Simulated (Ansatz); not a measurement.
Level of theory: PBE (plane waves to 420 eV, PAW; Ansatz, an electronic-structure program).

Electrostatic potential energy of an electron, averaged over planes parallel to the surface, in eV from the highest filled level, for the (111)B surface of zinc-blende BP, from a spin-polarised start, P-terminated, 2x2 P vacancy (bottom of the slab: 3 H on 4 bottom sites):

```tsv
z (Å)	V (eV)
3.56	5.23
3.86	5.23
4.16	5.23
4.45	5.23
4.75	5.23
5.05	5.23
5.34	5.23
5.64	5.23
5.94	5.23
6.23	5.22
6.53	5.20
6.83	5.16
7.12	5.06
7.42	4.80
7.72	4.05
8.02	2.64
8.31	2.76
8.61	1.62
8.91	-2.89
9.20	-8.98
9.50	-14.62
9.80	-15.77
10.09	-12.91
10.39	-6.83
10.69	-0.91
10.98	1.16
11.28	-0.19
11.58	-5.17
11.88	-10.72
12.17	-14.69
12.47	-14.52
12.77	-11.78
13.06	-6.10
13.36	-0.57
13.66	1.08
13.95	-0.79
14.25	-6.06
14.55	-11.59
14.84	-15.01
15.14	-14.27
15.44	-11.08
15.73	-5.03
16.03	-0.02
16.33	1.10
16.62	-1.41
16.92	-6.91
17.22	-12.34
17.52	-15.10
17.81	-13.80
18.11	-10.05
18.41	-3.73
18.70	0.63
19.00	1.07
19.30	-2.30
19.59	-6.44
19.89	-8.63
20.19	-9.05
20.48	-8.30
20.78	-5.92
21.08	-1.25
21.38	2.80
21.67	4.60
21.97	5.39
22.27	5.73
22.56	5.87
22.86	5.93
23.16	5.95
23.45	5.96
23.75	5.97
24.05	5.97
24.34	5.97
24.64	5.97
24.94	5.97
```

Set-up: 42 atoms, 12.4 Å thick at the start with caps and adatoms (thin: gaps and levels are the slab's own); mesh 4x4x1; 0.025 eV smearing; dipole correction on; 8 atoms held, the rest relaxed; start symmetry kept, larger cells not searched; spin-polarised from one start with parallel moments (other orders not tried), no spin-orbit, no U. The starting moment vanished. It is one candidate, not shown to be the stable structure of the face.

Task: The surface cell has an area of 35.83 Å². What dipole along the normal does the step between the two vacuum levels imply?

Result: the top vacuum level lies 0.74 eV above the bottom one; p = −ε₀ A ΔV (ε₀ = 0.005526 e/(V·Å)) gives -0.15 e·Å a cell.
